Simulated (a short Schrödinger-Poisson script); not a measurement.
System: MOS inversion layer, HfO2 on p-type Si(100), at 300 K.

```csv
layer,material,thickness (nm),Na (cm⁻³)
1,HfO2,12.1,-
2,Si,1200,1.3e17
```

The device is made up for the run: typed textbook-type constants, with dimensions and the other settings drawn at random. HfO2: permittivity 22, conduction-band edge (eV) 1.55, gap (eV) 5.7, electron mass (mₑ) 0.2. Si: permittivity 11.7, conduction-band edge (eV) 0, gap (eV) 1.124, Nv at 300 K (cm⁻³) 3.1e19.

Channel valleys (confinement mass, in-plane density-of-states mass, number): Δ2 0.916, 0.19, 2; Δ4 0.19, 0.417, 4. At the gate the conduction-band edge of layer 1 lies 1.62 eV − eVg above the Fermi level of the channel; the field vanishes at the back. Gaps are held at their typed values at every temperature. Mesh 0.03 nm at interfaces.

From a short Schrödinger-Poisson script (our own, NumPy): 1D Poisson equation in equilibrium, electrons quantum, Hartree (BenDaniel-Duke, 12 states a valley, the channel's in-plane mass for all, wave functions ending at the dielectric), parabolic valleys, classical holes, full ionisation, no traps, pinning or gate leakage.

The same stack at other levels of the model or other numerical settings:

```csv
run,sheet density of all electrons at Vg = 1.6 V (cm⁻²),sheet density of all electrons at Vg = 0.4 V (cm⁻²),capacitance at Vg = 1.6 V (μF/cm²),centroid of the channel electrons at Vg = 1.6 V (nm),rough cost against the base
base,1.12e13,1.51e12,1.36,1.60,about 1
"electrons treated as classical, Boltzmann",___,___,1.55,___,0.03
"electrons treated as classical, Fermi-Dirac",1.28e13,2.02e12,1.48,0.70,0.2
mesh six times as coarse,1.12e13,1.51e12,1.36,1.60,0.2
one subband a valley,1.12e13,1.49e12,1.36,1.54,0.5
```

Fill in the missing entries.


- electrons treated as classical, Boltzmann, sheet density of all electrons at Vg = 1.6 V (cm⁻²): 1.33e13
- electrons treated as classical, Boltzmann, centroid of the channel electrons at Vg = 1.6 V (nm): 0.48
- electrons treated as classical, Boltzmann, sheet density of all electrons at Vg = 0.4 V (cm⁻²): 2.06e12

The classical rows ignore confinement, and Boltzmann statistics overrate the density once the band edge passes the Fermi level.
